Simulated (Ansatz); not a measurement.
The starting structures come from a database of crystals and need not be the phases stable at ambient conditions.

Tunnelling through a barrier is set by its complex band structure: the current falls as exp(−2κd) with the smallest κ.

Here is the system:

```
Ba2SrWO6
1.0
    6.12946     0.00000     0.00000
   -0.17781     8.72919     0.00000
    2.97582     4.36460     3.10886
Ba Sr W O
2 1 1 6
Direct
  0.50635   0.25318   0.00000
  0.49365   0.74682   0.00000
  0.00000   0.00000   0.00000
  0.00000   0.50000   0.00000
  0.93184   0.21774   0.12154
  0.06816   0.78226   0.87846
  0.55702   0.33928   0.37482
  0.44298   0.66072   0.62518
  0.05338   0.71410   0.50364
  0.94662   0.28590   0.49636
```

Space group of this cell: R-3. The cell is taken as given; by PBEsol its mean pressure is -8.3 GPa.

Transport runs along the normal of the first two printed cell vectors, the (110) plane of the conventional cell.

No gap correction and no spin-orbit coupling; mid-gap values are interpolated between computed energies.

Q: State the band gap and the smallest decay constant κ at mid-gap according to Ansatz (a first-principles code) with PBEsol.

A: Gap 2.82 eV on a 10×10×10 mesh; κ = 0.352 1/Å, at the zone centre.
